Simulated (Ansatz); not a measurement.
Functionals compared on a constructed model of the (111) surface of fcc Ag, a pseudomorphic layer of Al in the host's stacking (bottom of the slab: a bare face, its two planes held), in Ansatz (plane waves, PAW). The structure was relaxed with PBE; the other rows are single points on it. Cutoff 420 eV (500 eV for r2SCAN).

Set-up: 7 atoms, 14.2 Å thick at the start with caps and adatoms; mesh 15x15x1; 0.1 eV smearing; dipole correction on; 2 atoms held, the rest relaxed; start symmetry kept, larger cells not searched; no spin, no spin-orbit, no U. In PBE it is, or lies within 0.01 eV a 1x1 cell of, the lowest of the 2 structures of its composition computed so far; subsurface sites and larger cells were not tried. These notes are the PBE run's.

```tsv
functional	work function of the top face (eV)	rough cost of the single point
PBE	4.26	–
RPBE	4.18	about 17 core-seconds (a rough figure)
r2SCAN	?	very roughly 40 core-seconds
```

Question: What belongs in the gaps?

Answer: 
- r2SCAN, work function of the top face (eV): 4.31

Ansatz is a quantum-chemistry and plane-wave program.
